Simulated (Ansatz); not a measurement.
## Pressure series in hypothetical Fm-3m WGe2

The reference is WGe$_{2}$ (space group Fm-3m, No. 225; a = 6.0781 Å; a hypothetical phase, not in the database extracts checked).

Cell and atoms are relaxed at each pressure.

Method: r2SCAN (Ansatz, a program for electronic structure, PAW, no SOC).

Notes on the quantities. enthalpy: H = E + PV relative to the base's energy.

| change | shortest interatomic distance | enthalpy |
|---|---|---|
| base | 263.2 pm | – |
| pressure −2 GPa | 264.6 pm | -0.24 eV/atom |
| pressure −1 GPa | 263.9 pm | -0.12 eV/atom |
| pressure 3 GPa | 261.3 pm | +0.35 eV/atom |
| pressure 7 GPa | 259.0 pm | +0.80 eV/atom |
| pressure 15 GPa | 255.0 pm | +1.67 eV/atom |
| pressure 30 GPa | 249.1 pm | +3.20 eV/atom |
| pressure 50 GPa | 243.2 pm | +5.11 eV/atom |
| pressure 75 GPa | ? | +7.33 eV/atom |
| pressure 100 GPa | ? | +9.42 eV/atom |

Q: Some entries are withheld; estimate them.

A: 
- pressure 75 GPa, shortest interatomic distance: 237.7 pm
- pressure 100 GPa, shortest interatomic distance: 233.3 pm

Load acts through the strain it causes; cell and atoms are relaxed under it. No phonon test of stability was made. No other phases were tried under pressure. All final runs are without spin polarisation. WGe2 has a high density of states at the Fermi level and may be magnetic at this level.
